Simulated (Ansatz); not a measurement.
The reference is Ru in the hcp (Mg type) structure (space group P6_3/mmc, No. 194; a = 2.7045 Å, c = 4.2601 Å). Axes: x lies along a and z along c of the hexagonal cell.

Calculations: Ansatz (a program for electronic structure), r2SCAN, PAW, cutoff 500 eV, no spin-orbit coupling.

Before the change:

The pressure is 0.0 GPa.

Now apply this change: a pure shear with ε_yz = ε_zy = 0.0156, atoms relaxed at fixed cell.

**Question.** How does this affect the pressure?

**Answer.** The pressure (mean of the normal stresses, compression positive) goes from zero to 0.3 GPa.

**Question.** How does this affect the energy relative to the base?

**Answer.** The energy rises by 8.2 meV/atom.

Without a gap, meshes like the base's 20×20×11 leave anisotropic stresses uncertain by several tenths of a GPa, and small strain energies with them. The cells carry an imposed strain or load. No phonon test of stability was made. The final runs are not spin-polarised.
